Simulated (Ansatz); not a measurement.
Ta on a cation site across 4 hosts. Method: PBE, PAW (plane waves to 420 eV; Ansatz, a first-principles code). Charged cells are image-corrected; levels hold to tenths of an eV, spin–orbit coupling is left out, only levels at least 0.1 eV inside the gap count (those within 0.2 eV of an edge may still be shallow), and each defect is the lowest state found from one start.

```csv
host,site at the start,"sites, k-points",gap (eV),localised charge states,levels above the VBM (eV)
alpha quartz,the Si site,"72, 2×2×2 Γ-centred",5.68,"+1, 0",(+1/0) 4.31
rutile SnO2,the Sn site,"72, 2×2×2 shifted",0.68,+1,none; +1 throughout
3C silicon carbide,the Si site,"64, 2×2×2 shifted",1.37,+1,none; +1 throughout
metastable 2H silicon carbide,the Si site,"96, 2×2×2 shifted",2.31,"+1, 0",(+1/0) 1.84
```

The lowest level as a share of the gap: alpha quartz: 4.31 / 5.68 = 0.76; metastable 2H silicon carbide: 1.84 / 2.31 = 0.80. No level in rutile SnO2, 3C silicon carbide.
